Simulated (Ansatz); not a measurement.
**Hypothetical zinc blende KCl, element substitutions**

Start from KCl in the zinc blende structure (space group F-43m, No. 216; a hypothetical phase, not in the database extracts checked).

```
CELL_PARAMETERS angstrom
      0.00000     3.47580     3.47580
      3.47580     0.00000     3.47580
      3.47580     3.47580     0.00000
ATOMIC_POSITIONS crystal
  Cl 0.75000 0.75000 0.75000
  K  0.00000 0.00000 0.00000
```

Each row replaces one element on all its sites; cell and atoms are relaxed.

All numbers come from Kohn–Sham DFT with the PBEsol functional, run in Ansatz (an electronic-structure program) with PAW and 420 eV plane waves, no SOC.

```
variant  shortest interatomic distance    gap character
-------  -----------------------------  ---------------
base                           3.010 Å  indirect, X → Γ
Cl → Br                        3.165 Å  indirect, L → Γ
K → Li                         2.356 Å      direct at Γ
Cl → I                         3.399 Å      direct at Γ
K → Cs                         3.316 Å  indirect, X → Γ
```

With I present, leaving out spin-orbit coupling can change the band edges. Stability against distortions was not tested. As relaxed here, KBr, LiCl, KI and CsCl are hypothetical phases, not in the database extracts checked.
